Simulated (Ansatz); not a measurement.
Consider CuI in the zinc blende structure (space group F-43m, No. 216; a = 6.023 Å). Axes: x, y, z lie along the cube axes.

Level of theory: r2SCAN in Ansatz (plane waves to 500 eV, PAW, no spin-orbit coupling).

It is then changed as follows: tensor shear ε_xy = +0.86 % (engineering shear γ = 0.0172); the atoms relax in the strained cell.

Predict the stress tensor and what it implies for the stiffness.

Stress of the strained cell less that of the base (GPa, compression positive):
```
   0.00   -0.39    0.00
  -0.39    0.00    0.00
   0.00    0.00    0.00
```

Then −Δσ/γ with γ = 2ε = 0.0172 gives relaxed-ion elastic constants: C66 ≈ 23 GPa.

No phonon test of stability was made. All final runs are without spin polarisation.

Ansatz is an electronic-structure program.
